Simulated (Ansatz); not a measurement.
The parent structure is TiP in the zinc blende structure (space group F-43m, No. 216; a = 5.5403 Å; a hypothetical phase, not in the database extracts checked; relaxed with 0.1 eV smearing). Axes: x, y, z lie along the cube axes.

Method: r2SCAN (Ansatz, a program for electronic structure, PAW, no SOC).

It is then changed as follows: a pure shear with ε_yz = ε_zy = 0.0370, atoms relaxed at fixed cell.

### Question
Predict the stress tensor and what it implies for the stiffness.

### Answer
Stress of the strained cell less that of the base (GPa, compression positive):
```
   -0.5     0.0     0.0
    0.0    -0.1    -0.8
    0.0    -0.8    -0.1
```

Then −Δσ/γ with γ = 2ε = 0.0740 gives secant stiffness values (nonlinear terms included at this strain): C44 ≈ 10 GPa.

No phonon test of stability was made. All final runs are without spin polarisation. TiP has a high density of states at the Fermi level and may be magnetic at this level.
